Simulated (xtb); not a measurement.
xtb 6.7.1, GFN2-xTB: CN(C)[SiH2]/C=[CH]/[Ge]([Cl])([Cl])[Cl], 20 atoms. The geometry is a generated start, not checked to be a minimum at this level.

| Item | Value |
|---|---|
| run flags | --grad |
| method | GFN2-xTB |
| --acc | 1 (default) |
| --etemp (K) | 300 (default) |
| basis functions | 80 |
| valence electrons | 60 |

```xyz
20

Si    -1.3808     0.2282     0.1585
N     -0.7886     1.0589    -1.2200
C      0.4054     0.6520    -1.9235
C     -1.6612     1.8617    -2.0399
C      0.1569    -0.2392     1.1567
C      0.4242    -1.4664     1.5622
Ge     2.0319    -1.9605     2.6381
Cl     3.4011    -3.1811     1.5253
Cl     1.5168    -3.0613     4.4021
Cl     3.1152    -0.2228     3.2576
H     -2.1483    -1.0091    -0.0807
H     -2.1926     1.1919     0.9049
H      0.9239     1.5343    -2.3107
H      1.0714     0.1183    -1.2464
H      0.1735    -0.0027    -2.7727
H     -2.0264     1.3063    -2.9099
H     -1.1226     2.7426    -2.4027
H     -2.5153     2.1891    -1.4543
H      0.8404     0.5571     1.4237
H     -0.2250    -2.2974     1.3317
```

One run each on 1 thread. Values of broydamp tried: 0.02, 0.05, 0.1, 0.2, 0.4 (default), 0.6, 0.8, 1.

Task: How does the count of SCC iterations change with broydamp, and where is it least?

Result: Fewest SCC iterations, within one of each other: 0.4 (default) with 16, 0.6 with 16, 0.8 with 17, 1 with 17. The count rises to 27 at 0.02. All converge to one solution.

```csv
broydamp,SCC iterations,end
0.02,27,same solution
0.05,23,same solution
0.1,21,same solution
0.2,18,same solution
0.4 (default),16,same solution
0.6,16,same solution
0.8,17,same solution
1,17,same solution
```
